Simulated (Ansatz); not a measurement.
MgS under a change: pressure 10 GPa

Start from MgS in the rock salt structure (space group Fm-3m, No. 225; a = 5.1551 Å).

It is then changed as follows: a hydrostatic pressure of 10 GPa.

Calculations: PBE-D3(BJ) (Ansatz, a program for electronic structure), without spin-orbit coupling. k-mesh 11×11×11 (Γ-centred); smearing 0.05 eV (Fermi–Dirac).

```csv
quantity,base,changed,shift
volume per atom,17.13 Å³,15.48 Å³,-1.642 Å³
lattice parameter a,515.5 pm,498.5 pm,-17.0 pm
shortest interatomic distance,257.8 pm,249.2 pm,-8.51 pm
band gap,2.85 eV,3.05 eV,+0.20 eV
gap character,"indirect, Γ → X","indirect, Γ → X",–
smallest direct gap,3.95 eV,4.82 eV,+0.876 eV
width of the top valence band,2.43 eV,2.74 eV,+0.31 eV
electron mass,"0.53 mₑ along k, 0.29 mₑ across (at X)","0.55 mₑ along k, 0.30 mₑ across (at X)",–
"hole mass (degenerate bands, along [100])","0.26, 0.92, 0.92 mₑ (at Γ)","0.27, 0.83, 0.83 mₑ (at Γ)",–
```

Cost of the whole job for the changed cell (relaxation, final SCF and bands): very roughly 10 core-seconds.

Load acts through the strain it causes; cell and atoms are relaxed under it. Effective masses come from finite differences of ±0.01 Å⁻¹. Along k means along the line from Γ to the band edge. No phonon test of stability was made. No other phases were tried under pressure. The base started in Pnma and relaxed to Fm-3m at this level.
